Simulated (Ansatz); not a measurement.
The starting structures come from a database of crystals and need not be the phases stable at ambient conditions.

 Where the default PAW files enter, the runs use the earlier of Ansatz's two default sets.

By PBEsol, the system below comes out a metal.

Crystal: Sb (Pm-3m, simple cubic, not sure to be the ambient phase, 1 atom a cell, 29.3 Å³ an atom); planes in its conventional cell.

Level of theory: PBEsol (plane waves, PAW; Ansatz, an electronic-structure program).

Ballistic conductance counts the channels of both spins, as a mean over 0.1 eV about the Fermi level; spin-orbit coupling is left out.

```tsv
plane	area (Å²)	G/A (10¹⁵ S/m²)
(111)	16.5	1.2
(001)	9.5	?
```

Q: What belongs in the gaps?

A: 
- (001), G/A (10¹⁵ S/m²): 0.92
